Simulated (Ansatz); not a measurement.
# A self-consistent single point of LaH₃ (I4mm, 4 atoms in the cell) with Ansatz

Computed with LDA (PW92), default PAW files made with PBE (plane waves; Ansatz, an electronic-structure program).

This input was run:

Ansatz 0.2 input:
```yaml
crystal:
  lattice:
    - [-1.867685, 1.867685, 3.040581]
    - [1.867685, -1.867685, 3.040581]
    - [1.867685, 1.867685, -3.040581]
  atoms:
    - { symbol: La, position: [0.008222, 0.008222, 0.000000] }
    - { symbol: H, position: [0.750000, 0.250000, 0.500000] }
    - { symbol: H, position: [0.250000, 0.750000, 0.500000] }
    - { symbol: H, position: [0.500000, 0.500000, 0.000000] }
basis:
  ecutwfc: 420.0 eV
kpoints:
  mp_grid: { grid: [9, 9, 9] }
hamiltonian:
  xc: lda
  pseudopotentials: { kind: paw }
scf:
  occupations: { method: fermi_dirac, width: 0.02 eV }
output:
  forces: true
  eigenvalues: true
  stress: true
```

Output, abridged:

```
WARN ansatz: RAYON_NUM_THREADS=1 ignored (pool sized by the plan → 1); use --threads N
Pseudopotentials: kind: paw
Pseudopotential: La, paw, valence charge 11
Pseudopotential: H, paw, valence charge 1
Crystal: 4 atoms, lattice volume = 42.425 Å³
Basis set: ecut = 420 eV, 815 PW (Γ)
Bands: 11, of which v1, the nominal top of the filled ones, is band 7 counted from 1 (6 counted from 0)
Symmetry: 8 space group operations
Space group: I4mm (ITA 107), of the structure as read, at distance tolerance 3.5e-5 Å
k-points: 75 of 729 (time reversal used)
PAW frozen core: La, regenerated for the run's functional, and the local potential with it
Initial density: superposition of atomic densities (neutral atoms: chi_scale 0, normalization atom), corrected by the library's trained network
Initial wavefunctions: pseudopotential atomic-orbital guess
Eigensolver: davidson
Functional: x = slater, c = lda
SCF iter   1: F=—  HF=-6125.545105 eV  |F-HF|=—  |Δ(HF+E_count)|=         —  Δρ=1.28e-2  dr2=6.01e-2  ethr=1.77e-3  ⟨swp⟩=4.1  Hψ=4212  notcnv=0
all-band conjugate gradients solve this SCF's bands
preconditioner: auto → none
SCF iter   2: F=—  HF=-6125.526574 eV  |F-HF|=—  |Δ(HF+E_count)|=   1.85e-2  Δρ=2.90e-3  dr2=3.02e-3  ethr=4.29e-4  ⟨swp⟩=2.7  Hψ=2046  notcnv=0
SCF iter   3: F=—  HF=-6125.525609 eV  |F-HF|=—  |Δ(HF+E_count)|=   9.65e-4  Δρ=1.44e-3  dr2=4.22e-4  ethr=2.16e-5  ⟨swp⟩=3.0  Hψ=1728  notcnv=0
SCF iter   4: F=—  HF=-6125.525527 eV  |F-HF|=—  |Δ(HF+E_count)|=   8.17e-5  Δρ=1.92e-4  dr2=5.26e-6  ethr=3.02e-6  ⟨swp⟩=2.1  Hψ=1001  notcnv=0
SCF iter   5: F=—  HF=-6125.525528 eV  |F-HF|=—  |Δ(HF+E_count)|=   9.07e-7  Δρ=1.90e-5  dr2=9.39e-8  ethr=3.76e-8  ⟨swp⟩=2.3  Hψ=1157  notcnv=0
SCF iter   6: F=-6125.525528 eV  HF=-6125.525528 eV  |F-HF|=6.00e-10  |Δ(HF+E_count)|=   1.22e-8  Δρ=3.39e-6  dr2=2.43e-9  ethr=6.71e-10  ⟨swp⟩=3.5  Hψ=3353  notcnv=0
the search or the solves at the SCF's close seem to have found levels that the self-consistency loop had missed (the run counts 1) …
SCF 1 converged in 6 iterations: F = -6125.525528 eV  dr2 = 2.43e-9
SCF converged after 6 iterations
Free energy (F): -6125.525528 eV
Harris-Foulkes:  -6125.525528 eV  (|F-HF|=6.00e-10)
Internal energy: -6125.525526 eV  (E = F + TS)
E sigma→0 (E₀):  -6125.525527 eV
Entropy (-TS):   -0.000002 eV (-0.001 meV/atom)
Fermi energy:    10.094306 eV
--- Per-component energies (eV) ---
  E_band       = -46.161461
  E_kinetic    = 231.407130
  E_local      = -324.779682  (includes V_loc(G=0)·N_el)
  E_nonlocal   = 103.892799
  E_hartree    = 97.756774
  E_xc         = -165.266640
  E_vxc        = -182.534586  (∫ρ·V_xc dr)
  E_paw        = -5245.906711  (= ΣΔE_a)
  E_vpaw       = -69.657757  (= ΣTr[D̂ρ^β])
  E_aug_tail   = -0.003382  (compensation charges beyond the density's cutoff)
  E_ewald      = -822.948529
  E_core_change = 0.322716  (= ΣΔE_core)
  E_smearing   = -0.000002  (= −TS)
  E_closure    = -0.000000  (closes the sum)
  Σ components = -6125.525528   (vs F -6125.525528, Δ=0.00e0)
--- Forces (eV/Å), atoms counted from 1 ---
  atom   1  La     0.00000000    -0.00000000    -0.15202886
  atom   2  H      0.00000000     0.00000000     0.09326592
  atom   3  H     -0.00000000     0.00000000     0.09326592
  atom   4  H      0.00000000     0.00000000    -0.03450113
  max |Σ_I F_I| component: 1.84e-6 eV/Å
--- Stress (GPa, compression-positive) ---
       -2.707846       0.000000      -0.000000
        0.000000      -2.707846      -0.000000
       -0.000000       0.000000      -3.875033
  P = ⅓ Tr σ = -3.0969 GPa (-30.969 kbar)
  The stress holds the Pulay correction. Without it, at fixed plane waves, as pw.x and ABINIT print it: P = -3.2076 GPa
--- Band table (eV; the first three rows and the last of 75) ---
  k-point 0: bands = ["-22.7250", "-5.9349", "-5.8500", "-5.8500", "2.5536", "7.8298", "9.9755", "10.2960", "11.3430", "11.3430", "11.6016"]
  k-point 1: bands = ["-22.6996", "-6.0431", "-5.9655", "-5.9298", "3.0205", "7.2098", "9.7953", "10.5820", "11.1553", "11.7281", "11.7642"]
  k-point 2: bands = ["-22.6351", "-6.4550", "-6.1247", "-6.0440", "4.1224", "6.1727", "8.6913", "11.1559", "11.2837", "11.8100", "12.0053"]
  k-point 74: bands = ["-22.5853", "-7.0346", "-6.2111", "-6.0747", "5.2801", "5.7228", "7.0769", "11.7969", "11.8789", "12.0520", "12.0567"]
```

The run converged in 6 iterations.

The starting cell comes from a database of computed structures (which also holds hypothetical and non-ambient phases and stackings), without a prior relaxation at this level. Its lattice was rescaled by up to half a per cent. One atom was moved a little off its site on purpose. With a pressure of about -3 GPa the cell is away from its equilibrium volume at this level. Ansatz's pressure includes its estimate of the finite-basis (Pulay) stress.
